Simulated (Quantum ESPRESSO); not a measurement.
A self-consistent single point of TaReSi (P-62m, 9 atoms in the cell) with Quantum ESPRESSO.

Computed with LDA (PZ), GBRV 1.5 ultrasoft (LDA) pseudopotentials (plane waves; Quantum ESPRESSO).

```
TaReSi
1.0
    6.81156     0.00000     0.00000
   -3.40578     5.89898     0.00000
    0.00000     0.00000     3.25537
Ta Si Re
3 3 3
Cartesian
  2.72714   0.00000   1.62769
  2.04221   3.53721   1.62769
 -1.36357   2.36178   1.62769
  0.00000   3.93266   0.00000
  3.40578   1.96633   0.00000
  0.00000   0.00000   1.62769
  5.03238   0.00000   0.00000
  0.88959   1.54081   0.00000
 -2.51619   4.35817   0.00000
```

Reference input (self-consistent single point, DFT, LDA (PZ), plane waves, GBRV 1.5 ultrasoft (LDA) pseudopotentials): ecutwfc = 40 Ry; ecutrho = 320 Ry; occupations = smearing; smearing = cold; degauss = 0.0073499 Ry; potentials = {Ta: ta_lda_v1.uspp.F.UPF, Si: si_lda_v1.uspp.F.UPF, Re: re_lda_v1.2.uspp.F.UPF}; K_POINTS = automatic 3 3 6 0 0 0; conv_thr = 1e-10 Ry. This run's input differs from it in these lines:

```diff
@@ -13,4 +13,4 @@
  ntyp = 3,
- ecutwfc = 40,
- ecutrho = 320,
+ ecutwfc = 20,
+ ecutrho = 160,
  occupations = 'smearing',
```

The program printed (abridged):

```
     Self-consistent Calculation

     iteration #  1     ecut=    20.00 Ry     beta= 0.70

---- Real-time Memory Report at c_bands before calling an iterative solver
           318 MiB given to the printing process from OS
            55 MiB allocation reported by mallinfo(arena+hblkhd)
------------------

     negative rho (up, down):  6.990E-01 0.000E+00

     total energy              =   -1026.01446490 Ry
     estimated scf accuracy    <       1.16697702 Ry

     iteration #  2     ecut=    20.00 Ry     beta= 0.70

---- Real-time Memory Report at c_bands before calling an iterative solver
   [... lines left out ...]
           347 MiB given to the printing process from OS
            70 MiB allocation reported by mallinfo(arena+hblkhd)
------------------

     negative rho (up, down):  7.156E-01 0.000E+00

     total energy              =   -1026.54964769 Ry
     estimated scf accuracy    <          7.3E-10 Ry

     iteration # 13     ecut=    20.00 Ry     beta= 0.70

---- Real-time Memory Report at c_bands before calling an iterative solver
           347 MiB given to the printing process from OS
            70 MiB allocation reported by mallinfo(arena+hblkhd)
------------------

     negative rho (up, down):  7.156E-01 0.000E+00
     End of self-consistent calculation

     the Fermi energy is    20.0755 ev

!    total energy              =   -1026.54964769 Ry
     estimated scf accuracy    <          7.3E-12 Ry
     smearing contrib. (-TS)   =       0.00063266 Ry
     internal energy E=F+TS    =   -1026.55028035 Ry

     convergence has been achieved in  13 iterations

     negative rho (up, down):  7.156E-01 0.000E+00

     Forces acting on atoms (cartesian axes, Ry/au):

     atom    1 type  1   force =    -0.00395158    0.00000000   -0.00000000
     atom    2 type  1   force =     0.00197579    0.00342217    0.00000000
     atom    3 type  1   force =     0.00197579   -0.00342217   -0.00000000
     atom    4 type  2   force =     0.00000000    0.00000000    0.00000000
     atom    5 type  2   force =    -0.00000000    0.00000000   -0.00000000
   [... lines left out ...]
     Total force =     0.007536     Total SCF correction =     0.000021
   [... lines left out ...]

     negative rho (up, down):  7.156E-01 0.000E+00
          total   stress  (Ry/bohr**3)                   (kbar)     P=     -673.88
  -0.00453204  -0.00000000   0.00000000         -666.69       -0.00        0.00
  -0.00000000  -0.00453204  -0.00000000           -0.00     -666.69       -0.00
  -0.00000000   0.00000000  -0.00467873           -0.00        0.00     -688.27

   JOB DONE.
```

The run converged in 13 iterations. Against the reference run the free energy rises by 933 meV/atom, the pressure goes from -4.84 to -67.39 GPa and the largest force goes from 0.127 to 0.102 eV/Å.

The starting cell comes from a database of computed structures (which also holds hypothetical and non-ambient phases and stackings), without a prior relaxation at this level. Spin polarisation is off. At the lowered cutoff the pressure carries the error of an incomplete plane-wave basis.

Cost on one core of a shared machine: roughly 90 s.
